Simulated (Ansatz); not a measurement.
Gd2O3 (P-3m1, No. 164, 5 atoms in the cell; start mp-20470; a measured phase of this formula has another space group), treated with PBEsol in Ansatz (PAW).

Numerical settings: plane-wave cutoff 520 eV, 12×12×6 k mesh (along the axes of the cell as run), Fermi–Dirac smearing 0.01 eV, spin-polarised start, scalar-relativistic PAW data made under PBE.

Cell (relaxed with PBEsol):

```xyz
5
Lattice="3.7024 0.0000 0.0000 -1.8512 3.2064 0.0000 0.0000 0.0000 5.8344" Properties=species:S:1:pos:R:3 pbc="T T T"
Gd     1.8512     1.0688     4.3900
Gd     0.0000     2.1376     1.4443
O      0.0000     0.0000     0.0000
O      1.8512     1.0688     2.0681
O      0.0000     2.1376     3.7663
```

Problem. Estimate the band gap that the calculation returns.

Solution. 
* **band gap**: 2.98 eV

Note: the magnetic order was assumed, not searched for or taken from measurement; the 4f shell is treated without U or exact exchange, so its levels and filling can be wrong.

Spin–orbit coupling is not included.

Static lattice: no zero-point or thermal effects.

A start named mp-… is a Materials Project structure, which need not be a measured phase.

Ansatz is a program for electronic structure.
